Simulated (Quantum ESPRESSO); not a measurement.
Quantum ESPRESSO run on MgSi (Cm, 12 atoms in the cell): self-consistent single point.

Method: PBEsol, GBRV 1.5 ultrasoft (PBESOL) pseudopotentials (plane waves; Quantum ESPRESSO 7.5).

```
CELL_PARAMETERS angstrom
      5.63085    -1.94351     0.00000
      5.63085     1.94351     0.00000
     -0.35677     0.00000     9.84310
ATOMIC_POSITIONS crystal
  Mg 0.55393 0.55393 0.16536
  Mg 0.42447 0.42447 0.83275
  Mg 0.10025 0.10025 0.66889
  Mg 0.88343 0.88343 0.33988
  Mg 0.71884 0.71884 0.87781
  Mg 0.26410 0.26410 0.11511
  Si 0.16149 0.16149 0.34605
  Si 0.82781 0.82781 0.63437
  Si 0.90230 0.90230 0.05488
  Si 0.07679 0.07679 0.94174
  Si 0.43518 0.43518 0.54207
  Si 0.65064 0.65064 0.48118
```

Reference input (self-consistent single point, DFT, PBEsol, plane waves, GBRV 1.5 ultrasoft (PBESOL) pseudopotentials): ecutwfc = 40 Ry; ecutrho = 200 Ry; occupations = smearing; smearing = gauss; degauss = 0.0099958 Ry; potentials = {Mg: mg_pbesol_v1.4.uspp.F.UPF, Si: si_pbesol_v1.uspp.F.UPF}; K_POINTS = automatic 5 5 2 0 0 0; conv_thr = 1e-10 Ry. This run's input differs from it in these lines:

```diff
@@ -14,4 +14,4 @@
    occupations = 'smearing'
-   smearing = 'gauss'
-   degauss = 0.0099958
+   smearing = 'cold'
+   degauss = 0.0073499
 /
```

Output, abridged:

```
     Self-consistent Calculation

     iteration #  1     ecut=    40.00 Ry     beta= 0.70

     total energy              =    -807.53142997 Ry
     estimated scf accuracy    <       1.23236408 Ry

     iteration #  2     ecut=    40.00 Ry     beta= 0.70

     total energy              =    -806.58133065 Ry
     estimated scf accuracy    <       7.62345606 Ry

     iteration #  3     ecut=    40.00 Ry     beta= 0.70

     total energy              =    -807.69339637 Ry
     estimated scf accuracy    <       3.77107377 Ry

   [... 11 blocks of this kind left out ...]

     iteration # 15     ecut=    40.00 Ry     beta= 0.70

     total energy              =    -808.03900655 Ry
     estimated scf accuracy    <          2.5E-10 Ry

     iteration # 16     ecut=    40.00 Ry     beta= 0.70
     End of self-consistent calculation

     the Fermi energy is     7.6564 ev

!    total energy              =    -808.03900655 Ry
     estimated scf accuracy    <          7.0E-11 Ry
     smearing contrib. (-TS)   =       0.00050707 Ry
     internal energy E=F+TS    =    -808.03951363 Ry

     convergence has been achieved in  16 iterations

     Forces acting on atoms (cartesian axes, Ry/au):

     atom    1 type  1   force =    -0.00203153    0.00000000    0.00347992
     atom    2 type  1   force =    -0.00115481    0.00000000   -0.00237267
     atom    3 type  1   force =     0.00077961    0.00000000   -0.00319079
     atom    4 type  1   force =    -0.00016179    0.00000000    0.00174182
     atom    5 type  1   force =     0.00346418    0.00000000   -0.00387647
   [... lines left out ...]

     Total force =     0.011517     Total SCF correction =     0.000031

          total   stress  (Ry/bohr**3)                   (kbar)     P=       26.08
   0.00013192   0.00000000  -0.00001456           19.41        0.00       -2.14
  -0.00000000   0.00021213   0.00000000           -0.00       31.20        0.00
  -0.00001456   0.00000000   0.00018790           -2.14        0.00       27.64

   JOB DONE.
```

The run converged in 16 iterations. Against the reference run the free energy rises by 1.4 meV/atom, the pressure stays at 2.61 GPa and the largest force goes from 0.127 to 0.134 eV/Å.

The starting cell comes from a database of computed structures (which also holds hypothetical and non-ambient phases and stackings), without a prior relaxation at this level. Its lattice was rescaled by a random factor within 2.5 % of one.

Cost on one core of a shared machine: roughly 4 min.
